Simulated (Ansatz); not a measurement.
Output of an Ansatz run (abridged):

```
WARN ansatz: RAYON_NUM_THREADS=1 ignored (pool sized by the plan → 1); use --threads N
Pseudopotentials: kind: paw
Pseudopotential: Li, paw, valence charge 3
Pseudopotential: Zn, paw, valence charge 12
Pseudopotential: Si, paw, valence charge 4
Pseudopotential: S, paw, valence charge 6
Crystal: 8 atoms, lattice volume = 145.233 Å³
Basis set: ecut = 420.4159175005146 eV, 2865 PW (Γ), exchange–correlation on 90×90×90 points (8 copies of the dense FFT grid, shifted against one another)
Bands: 31, of which v1, the nominal top of the filled ones, is band 23 counted from 1 (22 counted from 0)
Symmetry: 4 space group operations
Space group: I-4 (ITA 82), of the structure as read, at distance tolerance 5.3e-5 Å
k-points: 36 of 216 (time reversal used)
Initial density: superposition of atomic densities (neutral atoms: chi_scale 0, normalization atom), corrected by the library's trained network
Initial wavefunctions: pseudopotential atomic-orbital guess
Eigensolver: davidson
Functional: x = pbe(κ = 0.804, μ = 0.2195149727645171), c = pbe(β = 0.06672455060314922)
SCF iter   1: F=—  HF=-7979.344152 eV  |F-HF|=—  |Δ(HF+E_count)|=         —  Δρ=8.93e-4  dr2=2.43e-3  ethr=1.77e-3  ⟨swp⟩=7.6  Hψ=5975  notcnv=0  defer=25
all-band conjugate gradients solve this SCF's bands
preconditioner: auto → Resta (q_TF=auto, 2.253 Å⁻¹)
SCF iter   2: F=—  HF=-7979.343483 eV  |F-HF|=—  |Δ(HF+E_count)|=   6.69e-4  Δρ=4.70e-4  dr2=2.60e-4  ethr=5.29e-6  ⟨swp⟩=2.7  Hψ=1940  notcnv=0  defer=44
SCF iter   3: F=—  HF=-7979.343639 eV  |F-HF|=—  |Δ(HF+E_count)|=   1.56e-4  Δρ=2.40e-4  dr2=7.26e-5  ethr=5.65e-7  ⟨swp⟩=2.2  Hψ=1641  notcnv=0  defer=44
SCF iter   4: F=—  HF=-7979.343705 eV  |F-HF|=—  |Δ(HF+E_count)|=   6.56e-5  Δρ=1.05e-4  dr2=1.13e-5  ethr=1.58e-7  ⟨swp⟩=2.0  Hψ=1604  notcnv=0  defer=44
SCF iter   5: F=—  HF=-7979.343711 eV  |F-HF|=—  |Δ(HF+E_count)|=   6.35e-6  Δρ=3.26e-5  dr2=1.69e-6  ethr=2.46e-8  ⟨swp⟩=2.2  Hψ=1581  notcnv=0  defer=44
SCF iter   6: F=-7979.343713 eV  HF=-7979.343713 eV  |F-HF|=5.58e-8  |Δ(HF+E_count)|=   1.92e-6  Δρ=5.68e-6  dr2=5.57e-8  ethr=2.17e-10  ⟨swp⟩=8.6  Hψ=5741  notcnv=0
SCF 1 converged in 6 iterations: F = -7979.343713 eV  dr2 = 5.57e-8
SCF converged after 6 iterations
Free energy (F): -7979.343713 eV
Harris-Foulkes:  -7979.343713 eV  (|F-HF|=5.58e-8)
Internal energy: -7979.343713 eV  (E = F + TS)
E sigma→0 (E₀):  -7979.343713 eV
Fermi energy:    5.408389 eV
--- Per-component energies (eV) ---
  E_band       = -185.739778
  E_kinetic    = 646.215674
  E_local      = -2994.238662  (includes V_loc(G=0)·N_el)
  E_nonlocal   = 684.740929
  E_hartree    = 1199.231704
  E_xc         = -604.365805
  E_vxc        = -478.884692  (∫ρ·V_xc dr)
  E_paw        = -4782.445324  (= ΣΔE_a)
  E_vpaw       = -442.034749  (= ΣTr[D̂ρ^β])
  E_aug_tail   = -0.000279  (compensation charges beyond the density's cutoff)
  E_ewald      = -2128.481950
  E_smearing   = -0.000000  (= −TS)
  E_closure    = 0.000000  (closes the sum)
  Σ components = -7979.343713   (vs F -7979.343713, Δ=0.00e0)
--- Forces (eV/Å), atoms counted from 1 ---
  atom   1  Li    -0.00000000     0.00000000     0.00000000
  atom   2  Li     0.00000000     0.00000000     0.00000000
  atom   3  Zn     0.00000000     0.00000000     0.00000000
  atom   4  Si     0.00000000    -0.00000000     0.00000000
  atom   5  S     -1.48406851    -1.28854548     1.35300826
  atom   6  S      1.48406851     1.28854548     1.35300826
  atom   7  S     -1.28854548     1.48406851    -1.35300826
  atom   8  S      1.28854548    -1.48406851    -1.35300826
  max |Σ_I F_I| component: 0.00e0 eV/Å
--- Stress (GPa, compression-positive) ---
        1.478444       0.000000      -0.000000
       -0.000000       1.478444      -0.000000
       -0.000000      -0.000000       0.789169
  P = ⅓ Tr σ = 1.2487 GPa (12.487 kbar)
  The stress holds the Pulay correction. Without it, at fixed plane waves, as pw.x and ABINIT print it: P = 1.2248 GPa
--- Band table (eV; the first three rows and the last of 36) ---
  k-point 0: bands = ["-39.2539", "-39.2069", "-8.6429", "-7.1022", "-7.0794", "-7.0794", "-2.5002", "-1.5877", "-1.4764", "-1.4570", "-1.4570", "-1.3442", "0.6522", "0.9969", "1.1561", "1.1561", "1.6864", "2.1868", "2.6385", "2.6385", "4.2980", [...]
  k-point 1: bands = ["-39.2539", "-39.2069", "-8.5063", "-7.2020", "-7.1556", "-7.0992", "-2.4413", "-1.5711", "-1.4807", "-1.4740", "-1.4358", "-1.3335", "0.1728", "0.7812", "1.1662", "1.4927", "2.0502", "2.4110", "2.5783", "3.0214", "3.4935", [...]
  k-point 2: bands = ["-39.2539", "-39.2069", "-8.1617", "-7.4223", "-7.2939", "-7.1605", "-2.4873", "-1.5729", "-1.4912", "-1.4337", "-1.4030", "-1.3218", "-0.3928", "0.6728", "1.0556", "1.6125", "2.4897", "2.6337", "3.0127", "3.2649", "3.3509", [...]
  k-point 35: bands = ["-39.2539", "-39.2069", "-8.1294", "-7.8326", "-7.0963", "-7.0963", "-2.5162", "-1.5147", "-1.5147", "-1.5135", "-1.4055", "-0.9333", "0.0321", "1.4758", "1.6397", "1.6397", "2.5566", "2.5938", "2.7058", "3.1405", "3.1405", [...]
```

The structure:

```xyz
8
Lattice="-2.6268 2.6268 5.2619 2.6268 -2.6268 5.2619 2.6268 2.6268 -5.2619" Properties=species:S:1:pos:R:3 pbc="T T T"
Li     0.0000     0.0000     0.0000
Li     0.0000     2.6268     2.6309
Zn     2.6268     0.0000     2.6309
Si     0.0000     0.0000     5.2619
S      1.3449     1.3502     3.9148
S      1.2819     1.2766    -1.3470
S      1.3502    -1.3449     6.6089
S      1.2766     3.9718     1.3470
```

Task: Write an input that gives this output.

Result: Other spellings and defaults could give the same log, and not every line can be read from it. The input that was run (DFT, PBE, plane waves, default PAW files):

Ansatz 0.2 input:
```yaml
# Li2ZnSiS4
crystal:
  lattice:
    - [-2.62682700, 2.62682700, 5.26188300]
    - [2.62682700, -2.62682700, 5.26188300]
    - [2.62682700, 2.62682700, -5.26188300]
  atoms:
    - { symbol: Li, position_ang: [0.00000000, 0.00000000, 0.00000000] }
    - { symbol: Li, position_ang: [0.00000000, 2.62682700, 2.63094150] }
    - { symbol: Zn, position_ang: [2.62682700, 0.00000000, 2.63094150] }
    - { symbol: Si, position_ang: [0.00000000, 0.00000000, 5.26188300] }
    - { symbol: S, position_ang: [1.34493542, 1.35018908, 3.91484095] }
    - { symbol: S, position_ang: [1.28189158, 1.27663792, -1.34704205] }
    - { symbol: S, position_ang: [1.35018908, -1.34493542, 6.60892505] }
    - { symbol: S, position_ang: [1.27663792, 3.97176242, 1.34704205] }
basis:
  ecutwfc: 30.9 Ry
kpoints:
  mp_grid:
    grid: [6, 6, 6]
hamiltonian:
  xc: pbe
  pseudopotentials:
    kind: paw
scf:
  occupations:
    method: gaussian
    width: 0.0037 Ry
output:
  forces: true
  eigenvalues: true
  stress: true
```

The starting cell was generated: these elements placed on a structure prototype, without a prior relaxation; it need not be a known phase or ordering of this composition. Forces in this geometry exceed 1 eV/Å. Ansatz's pressure includes its estimate of the finite-basis (Pulay) stress.

Ansatz is a first-principles code.
